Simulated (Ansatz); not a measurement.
Pressure series in KTaO3

Take KTaO3 in the cubic perovskite structure (space group Pm-3m, No. 221; a = 3.989 Å) as the base.

Cell and atoms are relaxed at each pressure.

Computed with r2SCAN (Ansatz, a quantum-chemistry and plane-wave program, PAW, no spin-orbit coupling), earlier PAW set.

```json
[
 {"pressure (GPa)": "-2", "band gap (eV)": "2.61"},
 {"pressure (GPa)": "-1", "band gap (eV)": "2.63"},
 {"pressure (GPa)": "0", "band gap (eV)": "2.64"},
 {"pressure (GPa)": "1.8", "band gap (eV)": "2.66"},
 {"pressure (GPa)": "4.2", "band gap (eV)": "2.69"},
 {"pressure (GPa)": "9", "band gap (eV)": "?"},
 {"pressure (GPa)": "18", "band gap (eV)": "2.83"}
]
```

**Question.** Fit E_g = E₀ + αP + βP² to the rows shown and predict the withheld row.

**Answer.** Least squares on the printed values gives E₀ = 2.64 eV, α = 12.7 meV/GPa, β = -0.12 meV/GPa² (largest residual 0.00 eV); this predicts 2.74 eV, and the run gives 2.74 eV, in agreement.

Spin-orbit coupling, missing from the scalar runs, can matter with Ta. Load acts through the strain it causes; cell and atoms are relaxed under it. Stability against distortions was not tested. No other phases were tried under pressure.
